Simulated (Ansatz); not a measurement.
Point defect Al on the Si site + N on the C site in metastable 2H silicon carbide

These are PBE, PAW (plane waves to 420 eV; Ansatz, a quantum-chemistry and plane-wave program) values and carry that method's errors. Details: 96-site cell; 2×2×2 shifted k-points; start: the Si site; C 1.91 Å away, along c; not converged in cell size; relaxed from one start, so a lower configuration may exist; flagged in the runs: a host whose relaxation on this sampling wasn't shown to rest.

Neighbours after relaxation, in Å: of the Al atom: C 1.96, C 1.96, C 1.97, N 2.02; of the N atom: Si 1.87, Si 1.88, Si 1.88, Al 2.02.

```
charge         moment (μB)  largest move off a lattice site (Å)
------  ------------------  -----------------------------------
0       not spin-polarised                                 0.10
```

Flagged in the runs: a host whose relaxation on this sampling wasn't shown to rest.

All states together cost very roughly 5 core-minutes.
